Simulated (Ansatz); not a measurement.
Start from SiC (space group P6_3mc, No. 186; a = 3.078 Å, c = 10.076 Å).

Method: Ansatz (an electronic-structure program) PBEsol, no SOC, earlier PAW set.

Carriers are added at fixed cell with a uniform background; the Fermi–Dirac width is that of 300 K.

One change was made to it. Results:

```json
[
 {"quantity": "Fermi level relative to the doped band's edge (positive inside the band; to 0.05 eV)", "base": "–", "after": "+0.30 eV"},
 {"quantity": "gap between the host's bands", "base": "2.12 eV", "after": "2.18 eV"},
 {"quantity": "gap character", "base": "indirect, Γ → M", "after": "indirect, Γ → M"}
]
```

**Question.** What was done to the base?
A) holes 3.0×10^21 cm⁻³
B) electrons 2.0×10^21 cm⁻³
C) holes 5.0×10^21 cm⁻³
D) electrons 3.0×10^21 cm⁻³
E) electrons 7.0×10^21 cm⁻³

**Answer.** A, holes 3.0×10^21 cm⁻³. For comparison, the gap between the host's bands in the other runs: holes 5.0×10^21 cm⁻³ gives 2.23 eV; electrons 3.0×10^21 cm⁻³ gives 2.10 eV; electrons 2.0×10^21 cm⁻³ gives 2.10 eV; electrons 7.0×10^21 cm⁻³ gives 2.07 eV.

Carriers are added with a uniform compensating background; total energy and stress of such cells depend on the potential's zero and are not compared; many-body gap narrowing is missing at this level. No phonon test of stability was made.
